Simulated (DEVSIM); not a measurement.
Structure: Al/Al2O3/SiO2/p-Si capacitor, at 400 K.

| layer (left to right) | material | thickness (nm) | Na (cm⁻³) |
|---|---|---|---|
| 1 | Al2O3 | 19.0 | - |
| 2 | SiO2 | 1.50 | - |
| 3 | Si | 1800 | 1e17 |

Metal gate on the left, work function 4.1 eV. Fixed charge at the semiconductor interface -3.9e11 cm⁻² (in units of +e); no interface traps.

This is a model device: material constants are rounded textbook-type values typed into the input, and sizes, dopings and lifetimes were drawn at random. Values at 300 K; Nc and Nv go as T^1.5, mobilities as T to minus their exponent, the gap by Varshni's rule with the affinity fixed.

```
parameter         Al2O3  SiO2        Si
----------------  -----  ----  --------
gap (eV)            6.8     9     1.124
affinity (eV)      1.35   0.9      4.05
permittivity          9   3.9      11.7
Nc (cm⁻³)             -     -   2.86e19
Nv (cm⁻³)             -     -    3.1e19
Varshni α (eV/K)      -     -  0.000473
Varshni β (K)         -     -       636
```

DEVSIM, 1D Poisson equation in equilibrium, Boltzmann statistics, complete ionisation; no quantum confinement or tunnelling. Metal contacts follow the ideal Schottky-Mott rule: no Fermi-level pinning, no interface dipoles.

The substrate doping was swept, all else fixed.

```
substrate doping (cm^-3)  minimum of the low-frequency capacitance (μF/cm²)  threshold voltage (band bending 2φF) (V)  flat-band voltage (V)
------------------------  -------------------------------------------------  ----------------------------------------  ---------------------
5e15                                                                      ?                                         ?                  -0.55
1e16                                                                 0.0437                                      0.05                  -0.58
2e16                                                                 0.0553                                      0.13                  -0.60
5e16                                                                 0.0763                                      0.28                  -0.63
1e17                                                                 0.0957                                      0.44                  -0.66
2e17                                                                  0.118                                      0.66                  -0.68
```

Q: Complete the blanks.

A: 
- 5e15, minimum of the low-frequency capacitance (μF/cm²): 0.0339
- 5e15, threshold voltage (band bending 2φF) (V): -0.01
